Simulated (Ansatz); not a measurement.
We consider Be3N2 (Ia-3, No. 206), described by r²SCAN-D4 in Ansatz (PAW).

Numerical settings: plane-wave cutoff 560 eV, 6×6×6 k mesh, Fermi–Dirac smearing 0.01 eV, scalar-relativistic PAW data made under PBE.

The cell is scaled about its equilibrium volume:

```csv
V (Å³/atom),P (GPa),direct gap at Γ (eV)
6.345,10.08,4.043
6.477,4.82,4.021
6.610,0.02,3.998
6.742,-4.35,3.976
6.874,-8.34,3.954
```

A straight line through the gaps at Γ against ln V gives a volume deformation potential dE_g(Γ)/d ln V of -1.1 eV: the gap at Γ widens under compression.

Ansatz is a first-principles code.
